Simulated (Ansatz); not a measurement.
BeNi (Pm-3m), PBEsol, DFPT electron-phonon coupling, linearised Boltzmann equation (Ansatz, a first-principles code): phonon-limited resistivity 6.65 μΩ·cm at 300 K, 9.34 μΩ·cm at 400 K, current-weighted mean free path 15.9 nm, Drude plasma energy 6.58 eV.

Q: Estimate the resistivity of a 80 nm square wire with diffuse walls from ρ ≈ ρ₀(1 + 3ℓ/4d).

A: 1 + 0.75 × 15.9/80 = 1.15, so ρ ≈ 7.64 μΩ·cm and a line 1 μm long has 11.9 Ω. The formula is the free-electron limit for d well above ℓ; grain boundaries add to it.

Q: What is the classical skin depth at 1 GHz (nonmagnetic, μ₀ = 1.257×10⁻⁶ H/m)?

A: δ = √(ρ/(π f μ₀)) = 4100 nm.

Q: What Drude relaxation time do resistivity and plasma energy imply?

A: ω_p = 1.00e16 s⁻¹, so τ = 1/(ε₀ ω_p² ρ) = 17.0 fs, a damping ħ/τ of 38.7 meV.

A metal at this level (no band gap). Only scattering by harmonic phonons is included (no impurities, grain boundaries, electron-electron scattering or thermal expansion). Spin-orbit coupling is left out. Halving the electron mesh (32x32x32) moves the resistivity by up to 9 % at 300 K, the mean free path by up to 6 %. Smearing 0.20 eV; phonons on a 5x5x5 q mesh, which this run doesn't test.

Computed structure with no diffraction record at hand here (it may be known, metastable or hypothetical): BeNi (Pm-3m). Treated as nonmagnetic (a ferromagnetic start lost its moment, other orders weren't tried): BeNi (Pm-3m).
